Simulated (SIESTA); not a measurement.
# SIESTA run on TiPt3 (Pm-3m, 4 atoms in the cell): self-consistent single point

Method: LDA PW92, numerical atomic orbitals TZP, PseudoDojo LDA standard norm-conserving potentials (rewritten from UPF to PSML) (SIESTA).

Input as run:

```
# files in the folder: Ti.psml Pt.psml (PseudoDojo LDA standard)
SystemName  TiPt3
SystemLabel siesta

NumberOfAtoms                4
NumberOfSpecies              2
%block ChemicalSpeciesLabel
  1 22 Ti
  2 78 Pt
%endblock ChemicalSpeciesLabel
LatticeConstant              1.0 Ang
%block LatticeVectors
     3.959066000    0.000000000    0.000000000
     0.000000000    3.959066000    0.000000000
     0.000000000    0.000000000    3.959066000
%endblock LatticeVectors
AtomicCoordinatesFormat      Bohr
%block AtomicCoordinatesAndAtomicSpecies
     0.000000000    0.000000000    0.000000000  1
     3.740775225    3.740775225    0.000000000  2
     0.000000000    3.740775225    3.740775225  2
     3.740775225    0.000000000    3.740775225  2
%endblock AtomicCoordinatesAndAtomicSpecies

XC.functional                LDA
XC.authors                   PW92
PAO.BasisSize                TZP
PAO.EnergyShift              0.005 Ry
MeshCutoff                   300 Ry
%block kgrid.MonkhorstPack
    8   0   0  0.0
    0   8   0  0.0
    0   0   8  0.0
%endblock kgrid.MonkhorstPack
OccupationFunction           FD
ElectronicTemperature        1160.45 K

MaxSCFIterations             150
SCF.Mixer.Method             Pulay
SCF.Mixer.Weight             0.2
SCF.Mixer.History            6
SCF.DM.Tolerance             1.0E-05
Diag.ParallelOverK           true
WriteForces                  true
Charge.Mulliken              end
```

Log, with long lists cut:

```
reinit: Reading from file input.fdf

reinit: System Name: TiPt3
reinit: System Label: siesta

coor:   Atomic-coordinates input format  =     Cartesian coordinates
coor:                                            (in Bohr units)

siesta: Atomic coordinates (Bohr) and species
siesta:      0.00000   0.00000   0.00000  1        1
siesta:      3.74078   3.74078   0.00000  2        2
siesta:      0.00000   3.74078   3.74078  2        3
siesta:      3.74078   0.00000   3.74078  2        4

siesta: System type = bulk

initatomlists: Number of atoms, orbitals, and projectors:      4   100   114

siesta: ******************** Simulation parameters ****************************
redata: Spin configuration                          = none
redata: Time-Reversal Symmetry                      = T
redata: Number of Atomic Species                    =        2
redata: Mesh Cutoff                                 =   300.0000 Ry
redata: Net charge of the system                    =     0.0000 |e|
redata: Min. number of SCF Iter                     =        0
redata: Max. number of SCF Iter                     =      150
redata: SCF convergence failure will abort job
redata: SCF mix quantity                            = Hamiltonian
redata: Mix DM or H after convergence               =   F
redata: Recompute H after scf cycle                 =   F
redata: Mix DM in first SCF step                    =   T
redata: No kicks to SCF
redata: DM Mixing Weight for Kicks                  =     0.5000
redata: Require Harris convergence for SCF          =   F
redata: Harris energy tolerance for SCF             =     0.000100 eV
redata: Require DM convergence for SCF              =   T
redata: DM tolerance for SCF                        =     0.000010
redata: Require EDM convergence for SCF             =   F
redata: EDM tolerance for SCF                       =     0.001000 eV
redata: Require H convergence for SCF               =   T
   [... lines left out ...]
diag: Parallel distribution                         =     1 x     1
diag: Used triangular part                          = Lower
diag: Absolute tolerance                            =  0.100E-15
diag: Orthogonalization factor                      =  0.100E-05
diag: Memory factor                                 =  1.0000

superc: Internal auxiliary supercell:     5 x     5 x     5  =     125
superc: Number of atoms, orbitals, and projectors:    500  12500  14250

                        Single-point calculation

superc: Internal auxiliary supercell:     5 x     5 x     5  =     125
superc: Number of atoms, orbitals, and projectors:    500  12500  14250

outcell: Unit cell vectors (Ang):
        3.959066    0.000000    0.000000
        0.000000    3.959066    0.000000
        0.000000    0.000000    3.959066

outcell: Cell vector modules (Ang)   :    3.959066    3.959066    3.959066
outcell: Cell angles (23,13,12) (deg):     90.0000     90.0000     90.0000
outcell: Cell volume (Ang**3)        :     62.0552
new_DM -- step:     1
Initializing Density Matrix...

Attempting to read DM from file... Failed...
DM filled with atomic data:

InitMesh: MESH = 48 x 48 x 48 = 110592
InitMesh: Mesh cutoff (required, used) =   300.000   406.255 Ry

stepf: Fermi-Dirac step function
        iscf     Eharris(eV)        E_KS(eV)     FreeEng(eV)     dDmax    Ef(eV) dHmax(eV)
   scf:    1   -12113.821396   -12234.554752   -12234.702756  1.692015 -2.300763 24.856813
   scf:    2   -12207.529054   -12270.162742   -12270.174162  1.488292 -2.804503 23.380199
   scf:    3   -12286.308089   -12279.259229   -12279.272593  0.171862 -2.819578 14.201342
   scf:    4   -11116.617616   -11913.815961   -11914.080506  1.485357 -4.946474 99.949958
   scf:    5   -12355.593725   -12282.110268   -12282.242825  1.298492 -3.755893  7.403079
   scf:    6   -12278.860028   -12283.650088   -12283.682562  0.282994 -3.420099  5.557948
   [... 5 lines left out ...]
   scf:   12   -12284.721192   -12284.718231   -12284.783899  0.003105 -3.705155  0.136254
   scf:   13   -12284.720614   -12284.719555   -12284.784539  0.001733 -3.702923  0.052288
   scf:   14   -12284.720563   -12284.720119   -12284.784643  0.001178 -3.700966  0.006368
   scf:   15   -12284.720027   -12284.720074   -12284.784645  0.000115 -3.701165  0.000341
   scf:   16   -12284.720068   -12284.720071   -12284.784645  0.000005 -3.701179  0.000024
SCF Convergence by DM+H criterion
max |DM_out - DM_in|         :     0.0000054024
max |H_out - H_in|      (eV) :     0.0000237430
SCF cycle converged after 16 iterations

Using DM_out to compute the final energy and forces

siesta: E_KS(eV) =           -12284.7201

siesta: E_KS - E_eggbox =    -12284.7201

siesta: Atomic forces (eV/Ang):
     1   -0.000000   -0.000000   -0.000000
     2    0.000000    0.000000   -0.000000
     3   -0.000000    0.000000    0.000000
     4    0.000000   -0.000000    0.000000
   Tot   -0.000000   -0.000000   -0.000000
   Max    0.000000
   Res    0.000000    sqrt( Sum f_i^2 / 3N )
   Max    0.000000    constrained

Stress tensor Voigt[x,y,z,yz,xz,xy] (kbar):      162.12      162.12      162.12        0.00        0.00        0.00
(Free)E + p*V (eV/cell)   -12291.0638
Target enthalpy (eV/cell)   -12284.7846

siesta: Program's energy decomposition (eV):
siesta: Ebs     =     -2249.017209
siesta: Eions   =     17040.941937
siesta: Ena     =      2483.304191
siesta: Ekin    =      3663.392656
siesta: Enl     =       650.087557
siesta: Eso     =         0.000000
siesta: Edftu   =         0.000000
siesta: DEna    =       119.582906
siesta: DUscf   =         3.506223
siesta: DUext   =         0.000000
siesta: Ex      =     -1985.066861
siesta: Ec      =      -178.584805
siesta: Exc     =     -2163.651667
siesta: Eharris =    -12284.720068
siesta: Etot    =    -12284.720071
siesta: FreeEng =    -12284.784645

siesta: Stress tensor (static) (eV/Ang**3):
siesta:     0.101186    0.000000    0.000000
siesta:     0.000000    0.101186    0.000000
siesta:     0.000000    0.000000    0.101186

siesta: Cell volume =         62.055207 Ang**3

siesta: Pressure (static):
siesta:                Solid            Molecule  Units
siesta:          -0.00110206         -0.00110206  Ry/Bohr**3
siesta:          -0.10118616         -0.10118617  eV/Ang**3
siesta:        -162.11810398       -162.11811053  kBar

mulliken: Atomic and Orbital Populations:

Species: Ti
Atom  Qatom  Qorb
               3s      4s      4s      4s      3py     3pz     3px     4py
   [... lines left out ...]

             -0.020  -0.015  -0.020  -0.015  -0.102  -0.102  -0.033  -0.102

             -0.033

Species: Pt
Atom  Qatom  Qorb
               5s      6s      6s      6s      5py     5pz     5px     6py
               6pz     6px     5dxy    5dyz    5dz2    5dxz    5dx2-y2 5dxy
               5dyz    5dz2    5dxz    5dx2-y2 5dxy    5dyz    5dz2    5dxz
               5dx2-y2
   2 18.036   1.883   0.599  -0.533   0.677   1.971   1.975   1.971   0.313
              0.316   0.313   1.842   1.727   1.812   1.727   1.718  -0.011

              0.034   0.077   0.034   0.057  -0.091  -0.108  -0.102  -0.108

             -0.058
   3 18.036   1.883   0.599  -0.533   0.677   1.971   1.971   1.975   0.313
              0.313   0.316   1.727   1.842   1.742   1.727   1.789   0.034

             -0.011   0.062   0.034   0.072  -0.108  -0.091  -0.069  -0.108

             -0.091
   4 18.036   1.883   0.599  -0.533   0.677   1.975   1.971   1.971   0.316
              0.313   0.313   1.727   1.727   1.742   1.842   1.789   0.034

              0.034   0.062  -0.011   0.072  -0.108  -0.108  -0.069  -0.091

             -0.091

mulliken: Qtot =       66.000

Mulliken Atomic Populations:
Atom #   charge [q] valence [e]  Species
     1     0.107362   11.892638  Ti
     2    -0.035788   18.035788  Pt
     3    -0.035787   18.035787  Pt
     4    -0.035787   18.035787  Pt
 Total     0.000000
```

The run converged in 16 iterations.

The starting cell comes from a database of computed structures (which also holds hypothetical and non-ambient phases and stackings), without a prior relaxation at this level. Its lattice was rescaled by a random factor within 2.5 % of one. Spin polarisation is off. Values carry the incompleteness of an atom-centred basis. With a pressure of about -16 GPa the cell is away from its equilibrium volume at this level.

Cost on one core of a shared machine: roughly 3 min.
